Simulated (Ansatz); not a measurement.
The starting structures come from a database of crystals and need not be the phases stable at ambient conditions.

By PBEsol, the system below comes out a metal.

Without scattering a metal conducts by its projected Fermi surface.

Data:

```xyz
2
Lattice="3.2527 0.0000 0.0000 0.0000 4.6000 0.0000 0.0000 2.3000 2.3000" Properties=species:S:1:pos:R:3 pbc="T T T"
Zr     1.6263     2.3000     0.0000
Cu     0.0000     0.0000     0.0000
```

Space group of this cell: Pm-3m, CsCl type. The cell is taken as given; by PBEsol its mean pressure is -3.2 GPa.

The current flows along the normal of the first two printed cell vectors, the (110) plane of the conventional cell. No spin-orbit coupling; the value is a mean over 0.1 eV about the Fermi level.

### Question
Compute, with PBEsol run with Ansatz (an electronic-structure program), the ballistic conductance per area.

### Answer
1.0 × 10¹⁵ S/m² for both spins.
